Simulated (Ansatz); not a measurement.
# Several settings converged on a (001) slab of CoSn (cut from a parent of space group no. 191; 12 atoms in the cell)

```xyz
12
Lattice="5.2198 0.0000 0.0000 -2.6099 4.5205 0.0000 0.0000 0.0000 20.2500" Properties=species:S:1:pos:R:3 pbc="T T T"
Co    -1.3050     2.2602     9.0834
Co     2.6099     0.0000     9.0834
Co     1.3050     2.2602     9.0834
Sn     2.6099     1.5068     7.0000
Sn     0.0000     3.0137     7.0000
Sn     0.0000     0.0000     9.0834
Co    -1.3050     2.2602    13.2500
Co     2.6099     0.0000    13.2500
Co     1.3050     2.2602    13.2500
Sn     2.6099     1.5068    11.1667
Sn     0.0000     3.0137    11.1667
Sn     0.0000     0.0000    13.2500
```

Base method: LDA (PW92), default PAW files made with PBE (plane waves; Ansatz, a quantum-chemistry and plane-wave program).

Base settings: basis.ecutwfc = 30.9 Ry; kpoints.mp_grid.grid = 4 4 1; hamiltonian.xc = lda; hamiltonian.pseudopotentials = {kind: paw} (the program's default PAW files); scf.occupations.method = gaussian; scf.occupations.width = 0.0073 Ry.

The count of work is k-points × plane waves × bands × iterations; it is no time. Core times come from one kind of shared machine, to one figure; runs under 30 s give none.

**The vacuum**

The mesh stays at the base's, so the ladder's end is converged at best in this setting alone.

Only quantities that move along the ladder and can be compared are tabulated.

| vacuum between outermost atoms (Å) | free energy less the last step's (meV/atom) | largest difference of a force vector from the last step's (eV/Å) | count of work / last |
|---|---|---|---|
| 3.0 | -203.16 | 1.201 | 0.22 |
| 4.0 | -45.39 | 0.405 | 0.26 |
| 5.0 | -8.53 | 0.123 | 0.29 |
| 6.0 | -1.46 | 0.033 | 0.34 |
| 7.0 | -0.27 | 0.010 | 0.37 |
| 8.0 | -0.10 | 0.005 | 0.36 |
| 10.0 | -0.07 | 0.003 | 0.42 |
| 12.0 | -0.04 | 0.002 | 0.50 |
| 14.0 | -0.03 | 0.001 | 0.56 |
| 17.0 | 0.00 | 0.001 | 0.59 |
| 20.0 | 0.01 | 0.001 | 0.72 |
| 25.0 | 0.02 | 0.000 | 0.79 |
| 30.0 | 0.00 | 0.000 | 1.0 |

Smallest vacuum between outermost atoms (Å) that holds the free energy within 5 meV/atom of the last step, with all finer ones: 6.0, at 0.34 of the last step's count of work; the step before is off by 8.5 meV/atom.

Smallest vacuum between outermost atoms (Å) that holds the forces within 0.02 eV/Å of the last step, with all finer ones: 7.0, at 0.37 of the last step's count of work; the step before is off by 0.033 eV/Å.

**The k-point mesh**

Only quantities that move along the ladder and can be compared are tabulated.

| kpoints.mp_grid.grid | free energy less the last step's (meV/atom) | largest difference of a force vector from the last step's (eV/Å) | count of work / last | core time / last (rough) |
|---|---|---|---|---|
| 2 2 1 | 6.20 | 0.197 | 0.064 | – |
| 3 3 1 | -4.27 | 0.039 | 0.082 | – |
| 4 4 1 | 1.44 | 0.024 | 0.12 | – |
| 5 5 1 | 0.31 | 0.010 | 0.14 | 0.1 |
| 6 6 1 | 0.48 | 0.006 | 0.21 | 0.2 |
| 7 7 1 | -0.05 | 0.004 | 0.20 | 0.2 |
| 9 9 1 | -0.05 | 0.002 | 0.30 | 0.3 |
| 10 10 1 | -0.01 | 0.001 | 0.35 | 0.3 |
| 12 12 1 | 0.00 | 0.000 | 0.47 | 0.4 |
| 14 14 1 | 0.00 | 0.000 | 0.60 | 0.5 |
| 16 16 1 | 0.00 | 0.000 | 0.75 | 0.7 |
| 19 19 1 | 0.00 | 0.000 | 1.0 | 1 |

Coarsest kpoints.mp_grid.grid that holds the free energy within 5 meV/atom of the last step, with all finer ones: 3 3 1, at 0.082 of the last step's count of work; the step before is off by 6.2 meV/atom.

Coarsest kpoints.mp_grid.grid that holds the forces within 0.005 eV/Å of the last step, with all finer ones: 7 7 1, at 0.20 of the last step's count of work and about 0.2 of the last step's time; the step before is off by 0.006 eV/Å.

On the base run: the starting cell comes from a database of computed structures (which also holds hypothetical and non-ambient phases and stackings), without a prior relaxation at this level. The slab is cut from that crystal, and its faces are unrelaxed. Its lattice was rescaled by up to half a per cent. Spin polarisation is off. The two faces of this cut differ, and no dipole correction was used. In the base run, forces exceed 1 eV/Å.

Keys are those of Ansatz 0.2.
